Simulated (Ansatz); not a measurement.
Cost and result by functional for the adsorption energy of CH3 on the 1x1 (100) surface of monoclinic HfO2 (cut with top plane 2 O), one in a 1x1 cell, started at the site 'hollow O-O-O', in Ansatz (plane waves, PAW). Single points on the PBE structure, on one kind of machine; costs are rough ratios of the slab run's core time (references not counted) to the cheapest single point. r2SCAN's cost holds its higher cutoff (500 against 420 eV). Differences are taken against r2SCAN for comparison alone: no measured value is at hand, so the table doesn't rank accuracy. The points keep PBE's geometry, so the relaxation of a polaron and the settling of charge on one site are left out.

Host crystal: monoclinic HfO2, with a band gap (PBE, scalar-relativistic without spin-orbit coupling).

Slab: 28 atoms, 9.3 Å thick at the start under the adsorbate (thin: gaps and levels are the slab's own); k 4x4x1, smearing 0.01 eV, dipole-corrected; 12 atoms held, the rest relaxed; no symmetry held; spin-polarised, ending with about 1.0 μB a cell; orders that need a larger cell were not tried, no spin-orbit, no U, no dispersion correction. At the end it is bonded to Hf. In PBE it is, or lies within 0.03 eV of, the lowest of the starts that converged. These notes are the PBE run's. r2SCAN: The program's check for a lower electronic state was not made. Adsorption energies are against CH4(g) − ½ H2(g). A negative adsorption energy means that the adsorbate is more stable on the surface than in its reference.

| functional | relative cost | adsorption energy (eV) | less r2SCAN (eV) |
|---|---|---|---|
| RPBE | 1 | 2.22 | 0.35 |
| r2SCAN | 2 | 1.87 | 0.00 |
| PBE (the relaxed run's value) | – | 2.13 | 0.26 |

The values span 0.35 eV, while the single points' costs differ by a factor of roughly 2. Differences are of unrounded values.

Ansatz is a quantum-chemistry and plane-wave program.
